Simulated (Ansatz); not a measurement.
This Ansatz (a quantum-chemistry and plane-wave program) input is the reference run, GaAs in the zinc blende structure (space group F-43m, No. 216), computed with Ansatz r2SCAN, no SOC:

Ansatz 0.2 input:
```yaml
crystal:
  lattice:
    - [0, 2.8333473181, 2.8333473181]
    - [2.8333473181, 0, 2.8333473181]
    - [2.8333473181, 2.8333473181, 0]
  atoms:
    - { symbol: Ga, position: [0, 0, 0] }
    - { symbol: As, position: [0.25, 0.25, 0.25] }
basis: { ecutwfc: 500, ecutrho_ratio: 4, xc_grid: 4, fft_grid_basis: typed }
kpoints: { mp_grid: { grid: [10, 10, 10] } }
hamiltonian:
  xc: r2scan
  dispersion: none
  pseudopotentials: { kind: paw }
scf: { occupations: { method: fermi_dirac, width: 0.05 }, convergence: { dr2_threshold: 0.0000000002 } }
output: { forces: true, stress: true }
checkpoint: { write: state.ck, write_every: 1000 }
```

**Question.** Write the input for this change: an isotropic linear strain of +3.00 %; the atoms relax in the strained cell.

**Answer.** 
Ansatz 0.2 input:
```yaml
crystal:
  lattice:
    - [0, 2.9183477376, 2.9183477376]
    - [2.9183477376, 0, 2.9183477376]
    - [2.9183477376, 2.9183477376, 0]
  atoms:
    - { symbol: Ga, position: [0, 0, 0] }
    - { symbol: As, position: [0.25, 0.25, 0.25] }
basis: { ecutwfc: 500, ecutrho_ratio: 4, xc_grid: 4, fft_grid_basis: typed }
kpoints: { mp_grid: { grid: [10, 10, 10] } }
hamiltonian:
  xc: r2scan
  dispersion: none
  pseudopotentials: { kind: paw }
scf: { occupations: { method: fermi_dirac, width: 0.05 }, convergence: { dr2_threshold: 0.0000000002 } }
relax: { f_tol: 0.005, max_steps: 50 }
output: { forces: true, stress: true }
checkpoint: { write: state.ck, write_every: 1000 }
```
This is the input that was run.

Stability against distortions was not tested.
